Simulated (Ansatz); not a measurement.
System: LiTaO₃ (model structure, P4mm, No. 99, 5 atoms in the cell). Method: PBEsol+SOC (PAW; Ansatz, a first-principles code).

Run with plane-wave cutoff 520 eV, 10×10×8 k mesh (along the axes of the cell as run), Fermi–Dirac smearing 0.01 eV, PAW data made under PBE.

Cell (relaxed with PBEsol):

Space group P4mm (No. 99); a = b = 3.9196 Å, c = 4.0030 Å, α = β = γ = 90.00°

| atom | site | symmetry | x | y | z |
|---|---|---|---|---|---|
| Ta | 1b | 4mm | 0.5000 | 0.5000 | 0.4092 |
| Li | 1a | 4mm | 0.0000 | 0.0000 | 0.1509 |
| O | 1b | 4mm | 0.5000 | 0.5000 | 0.8663 |
| O | 2c | 2mm. | 0.0000 | 0.5000 | 0.3398 |

Task: What does this level give for the band gap and smallest direct gap on the k points sampled?

Result: 
- band gap = 2.19 eV (indirect)
- smallest direct gap on the k points sampled = 3.06 eV

Note: the relaxation could raise the start's symmetry but not lower it, so the cell can be a saddle point; cell and atoms aren't relaxed at this level (pressure -0.2 GPa).

Computed values are for the static lattice.

It cost very roughly 60 core-seconds of CPU time.

A model structure was made by putting elements into a prototype or built by hand; it is no filed structure, need not be a known phase, and can be a saddle point held by its symmetry.
